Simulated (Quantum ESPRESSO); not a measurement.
Refining one setting for Sr3AlAs3 (Cmce, 28 atoms in the cell)

```yaml
crystal:
  lattice:
    - [9.82955, -3.37464, 0.00000]
    - [9.82955, 3.37464, 0.00000]
    - [0.00000, 0.00000, 13.03851]
  atoms:
    - { symbol: Sr, position: [0.82529, 0.17471, 0.34910] }
    - { symbol: Sr, position: [0.17471, 0.82529, 0.65090] }
    - { symbol: Sr, position: [0.67471, 0.32529, 0.84910] }
    - { symbol: Sr, position: [0.32529, 0.67471, 0.15090] }
    - { symbol: Sr, position: [0.51089, 0.13511, 0.13109] }
    - { symbol: Sr, position: [0.48911, 0.86489, 0.86891] }
    - { symbol: Sr, position: [0.98911, 0.36489, 0.63109] }
    - { symbol: Sr, position: [0.01089, 0.63511, 0.36891] }
    - { symbol: Sr, position: [0.13511, 0.51089, 0.86891] }
    - { symbol: Sr, position: [0.86489, 0.48911, 0.13109] }
    - { symbol: Sr, position: [0.36489, 0.98911, 0.36891] }
    - { symbol: Sr, position: [0.63511, 0.01089, 0.63109] }
    - { symbol: Al, position: [0.91522, 0.91522, 0.00000] }
    - { symbol: Al, position: [0.08478, 0.08478, 0.00000] }
    - { symbol: Al, position: [0.58478, 0.58478, 0.50000] }
    - { symbol: Al, position: [0.41522, 0.41522, 0.50000] }
    - { symbol: As, position: [0.79148, 0.20852, 0.10204] }
    - { symbol: As, position: [0.20852, 0.79148, 0.89796] }
    - { symbol: As, position: [0.70852, 0.29148, 0.60204] }
    - { symbol: As, position: [0.29148, 0.70852, 0.39796] }
    - { symbol: As, position: [0.36228, 0.95466, 0.11991] }
    - { symbol: As, position: [0.63772, 0.04534, 0.88009] }
    - { symbol: As, position: [0.13772, 0.54534, 0.61991] }
    - { symbol: As, position: [0.86228, 0.45466, 0.38009] }
    - { symbol: As, position: [0.95466, 0.36228, 0.88009] }
    - { symbol: As, position: [0.04534, 0.63772, 0.11991] }
    - { symbol: As, position: [0.54534, 0.13772, 0.38009] }
    - { symbol: As, position: [0.45466, 0.86228, 0.61991] }
```

Computed with LDA (PZ), GBRV 1.5 ultrasoft (LDA) pseudopotentials (plane waves; Quantum ESPRESSO).

The starting cell comes from a database of computed structures (which also holds hypothetical and non-ambient phases and stackings), without a prior relaxation at this level. Its lattice was rescaled by a random factor within 2.5 % of one. In the base run, with a pressure of about -5 GPa the cell is away from its equilibrium volume at this level.

Held fixed: ecutwfc = 40 Ry; occupations = fixed; potentials = {Sr: sr_lda_v1.uspp.F.UPF, Al: al_lda_v1.uspp.F.UPF, As: as_lda_v1.uspp.F.UPF}; K_POINTS = automatic 2 2 1 0 0 0; nbnd = 102; conv_thr = 1e-10 Ry; mixing_beta = 0.4.

ΔF is the free energy per atom less that of the last row (240 Ry).

```tsv
ecutrho	ΔF (meV/atom)	pressure (GPa)	largest force (eV/Å)	gap on the mesh (eV)	iterations
80 Ry	-3.0	-4.71	0.223	0.915	18
120 Ry	-0.11	-5.09	0.218	0.914	16
160 Ry	-0.05	-5.09	0.219	0.914	16
200 Ry	-0.08	-5.09	0.219	0.914	16
240 Ry	0.00	-5.09	0.219	0.914	16
```

Pressure within 0.2 GPa of the last row: from ecutrho = 120 Ry on; the one before it is off by 0.38 GPa. The value it settles on is -5.1 GPa at this level of theory and with the other settings as held.

Largest force within 0.01 eV/Å of the last row: from ecutrho = 80 Ry on, the coarsest one. The value it settles on is 0.219 eV/Å at this level of theory and with the other settings as held.

Gaps are taken between levels on the mesh.
